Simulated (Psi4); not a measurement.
Psi4 1.11, B3LYP/def2-svp: Sn(F)2(OH)2 ([OH][Sn]([OH])([F])[F]), 7 atoms. The geometry is a generated start, not checked to be a minimum at this level.

* **task**: energy
* **method**: b3lyp
* **basis**: def2-svp
* **memory**: 3 GB
* **maxiter**: 100
* **keys of the molecule block**: symmetry c1
* **scf_type**: df (default)
* **diis_max_vecs**: 10 (default)
* **e_convergence**: 1e-06 (default)
* **d_convergence**: 1e-06 (default)
* **dft_radial_points**: 75 (default)
* **dft_spherical_points**: 302 (default)
* **effective core potentials**: those of the basis set, past Kr
* **basis functions**: 92
* **grid points**: 152171

```xyz
7

O     -1.1059     1.3309    -0.5838
Sn    -0.0622    -0.1268    -0.0710
O      1.7125     0.2182     0.3965
F      0.0250    -1.4437    -1.4237
F     -0.9887    -0.9076     1.3881
H     -1.8820     1.4697    -0.0267
H      2.3012    -0.5407     0.3206
```

With the defaults (damping_percentage = 0, diis = true, scf_initial_accelerator = adiis, soscf = false, soscf_start_convergence = 0.01, level_shift = 0, level_shift_cutoff = 0.01, guess = auto, which took SAD) it converges in 9 SCF iterations. One run each on 2 threads, with these changes:
- damping_percentage = 60
- damping_percentage = 20
- soscf = true, soscf_start_convergence = 0.001
- soscf = true, soscf_start_convergence = 0.1
- damping_percentage = 60, diis = false, scf_initial_accelerator = none
- scf_initial_accelerator = none
- level_shift = 0.5, level_shift_cutoff = 0.001
- scf_initial_accelerator = ediis
- guess = sapgau

Question: Which of these changes keep the SCF from converging, or lead it to another solution?

Answer: No convergence: damping_percentage = 60; damping_percentage = 60, diis = false, scf_initial_accelerator = none (the run ends without SCF convergence in 100 iterations). The rest reach the solution of the defaults.

```csv
setting,SCF iterations,JK calls,end
"soscf = true, soscf_start_convergence = 0.1",6,22,same solution
"soscf = true, soscf_start_convergence = 0.001",8,19,same solution
the defaults,9,10,same solution
scf_initial_accelerator = ediis,9,10,same solution
scf_initial_accelerator = none,9,10,same solution
"level_shift = 0.5, level_shift_cutoff = 0.001",9,10,same solution
guess = sapgau,15,15,same solution
damping_percentage = 20,19,20,same solution
damping_percentage = 60,100,101,no convergence
"damping_percentage = 60, diis = false, scf_initial_accelerator = none",100,101,no convergence
```

An SOSCF iteration holds several JK calls; a Hückel guess adds calls on atoms.
